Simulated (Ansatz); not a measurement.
Cl on the 1x1 (110) surface of 3C silicon carbide (cut with top plane C + Si), one in a 2x2 cell, energies for each (54.3 Å²). Energies are against ½ Cl2(g), without zero-point or thermal terms; each row is named by its start.

Host crystal: 3C silicon carbide, with a band gap (PBE, scalar-relativistic without spin-orbit coupling).

Calculation: PBE (plane waves to 420 eV, PAW; Ansatz, a quantum-chemistry and plane-wave program).

Set-up: 49 atoms, 7.7 Å thick at the start under the adsorbate (thin: gaps and levels are the slab's own); mesh 3x3x1; 0.01 eV smearing; dipole correction on; 24 atoms held, the rest relaxed; each run with such symmetry as its start has; spin-polarised, no spin-orbit, no U, no dispersion correction.

A negative adsorption energy means that the adsorbate is more stable on the surface than in its reference. Starts that drift may end in the same place. Heights count from the host atoms within 0.3 Å of the top one. Moments of ungapped slabs depend on the mesh.

```csv
starting site,E_ads (eV),height (Å),nearest host atom (Å),bonded to,change of the vacuum step (eV),lateral drift (Å),moment (μB)
top C,-1.07,1.54,C 1.80,C,-0.70,1.1,0.1
top Si,-1.82,1.95,Si 2.07,Si,0.28,1.1,1.0
over Si at depth 1.5 Å,-1.07,1.54,C 1.80,C,-0.70,0.0,0.1
over C at depth 1.5 Å,-1.82,1.95,Si 2.07,Si,0.28,0.3,1.0
hollow beside Si,-1.82,1.95,Si 2.07,Si,0.28,1.9,1.0
hollow C-C-Si-Si,-1.82,1.95,Si 2.07,Si,0.28,1.0,1.0
bridge C-Si (span 3.9 Å),-1.83,1.94,Si 2.07,Si,0.29,1.0,1.0
```
